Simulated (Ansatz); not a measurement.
Results of PBEsol in Ansatz (PAW) for NaBeH₃ (Pm-3m, No. 221, 5 atoms in the cell; start mp-23729).

Numerical settings: plane-wave cutoff 520 eV, 10×10×10 k mesh, Fermi–Dirac smearing 0.01 eV, scalar-relativistic PAW data made under PBE.

Cell (relaxed with PBEsol):

BeNaH$_{3}$ is modelled in the cubic space group Pm-3m (No. 221), the cubic perovskite structure, Pearson symbol cP5. Conventional cell: a = b = c = 3.326 Å, α = β = γ = 90.00°. Na on 1b is coordinated by 12 H at 2.352 Å (cuboctahedral). Be on 1a has 6 H at 1.663 Å (octahedral). H on 3d is coordinated by 2 Be at 1.663 Å and 4 Na at 2.352 Å (octahedral). (Neighbours: up to the widest gap in distance over summed covalent radii, below 1.35, at either atom; cation-cation and far metal-metal contacts left out.)

Problem. Estimate the band gap and smallest direct gap on the k points sampled that the calculation returns.

Solution. 
* **band gap**: 0.77 eV (indirect)
* **smallest direct gap on the k points sampled**: 3.76 eV

Static lattice: no zero-point or thermal effects.

Cost on a shared machine: roughly 6 core-seconds.

A start named mp-… is a Materials Project structure, which need not be a measured phase.

Ansatz is a first-principles code.
